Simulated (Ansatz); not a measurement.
Method: PBE (plane waves to 420 eV, PAW; Ansatz, an electronic-structure program).

Planar average of the electrostatic potential across the slab, in eV from the Fermi level, for Si on the 1x1 (111) surface of fcc Al, one in a 2x2 cell, started at the site 'hollow Al-Al-Al over Al at depth 2.3 Å':

(z (Å), V (eV)): (5.30, 3.96); (5.59, 3.96); (5.89, 3.96); (6.18, 3.95); (6.48, 3.95); (6.77, 3.93); (7.07, 3.90); (7.36, 3.84); (7.66, 3.70); (7.95, 3.41); (8.24, 2.81); (8.54, 1.58); (8.83, -0.86); (9.13, -4.72); (9.42, -6.86); (9.72, -7.27); (10.01, -7.13); (10.31, -5.80); (10.60, -2.45); (10.89, -0.49); (11.19, -1.60); (11.48, -5.03); (11.78, -7.05); (12.07, -7.45); (12.37, -7.22); (12.66, -5.71); (12.96, -2.35); (13.25, -0.76); (13.54, -2.48); (13.84, -5.82); (14.13, -7.23); (14.43, -7.41); (14.72, -6.99); (15.02, -4.94); (15.31, -1.61); (15.61, -0.73); (15.90, -2.92); (16.19, -6.12); (16.49, -7.21); (16.78, -7.27); (17.08, -6.77); (17.37, -4.56); (17.67, -1.42); (17.96, -0.71); (18.26, -1.02); (18.55, -0.79); (18.84, 0.48); (19.14, 2.31); (19.43, 3.55); (19.73, 4.15); (20.02, 4.44); (20.32, 4.57); (20.61, 4.64); (20.91, 4.67); (21.20, 4.68); (21.49, 4.69); (21.79, 4.69); (22.08, 4.69); (22.38, 4.69); (22.67, 4.69)

Set-up: 17 atoms, 7.0 Å thick at the start under the adsorbate (thin: gaps and levels are the slab's own); mesh 6x6x1; 0.1 eV smearing; dipole correction on; 8 atoms held, the rest relaxed; held to the start's symmetry, so lower structures may exist; spin-polarised, no spin-orbit, no U, no dispersion correction. The starting moment vanished. At the end it is bonded to 3 Al. In PBE it is, or lies within 0.03 eV of, the lowest of the starts that converged.

### Question
The surface cell has an area of 28.30 Å². What dipole along the normal does the step between the two vacuum levels imply?

### Answer
the top vacuum level lies 0.73 eV above the bottom one; p = −ε₀ A ΔV (ε₀ = 0.005526 e/(V·Å)) gives -0.11 e·Å a cell.
